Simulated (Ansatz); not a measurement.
Start from CdTe in the zinc blende structure (space group F-43m, No. 216; a = 6.558 Å). Axes: x, y, z lie along the cube axes.

The values are results of r2SCAN (Ansatz, a program for electronic structure), spin-orbit coupling left out, not measurements.

Base values:

- Valence-band top at Γ = 0.00, 0.00, 0.00 eV
- Shortest interatomic distance = 5.366 bohr
- Band gap = 1.17 eV

Modification: tensor shear ε_xy = −1.02 % (engineering shear γ = -0.0204); the atoms relax in the strained cell.

Problem. How does this affect the valence-band top at Γ, energy relative to the base, shortest interatomic distance and band gap?

Solution. The valence-band top at Γ (three highest levels, from the VBM) becomes 0.00, -0.06, -0.10 eV (base: 0.00, 0.00, 0.00 eV); the energy goes up by 0.9 meV/atom; the shortest interatomic distance falls by 0.007 bohr (5.366 bohr → 5.359 bohr); the band gap drops by 0.06 eV (1.17 eV → 1.11 eV).

Spin-orbit coupling, missing from the scalar runs, can matter with Te. Stability against distortions was not tested.
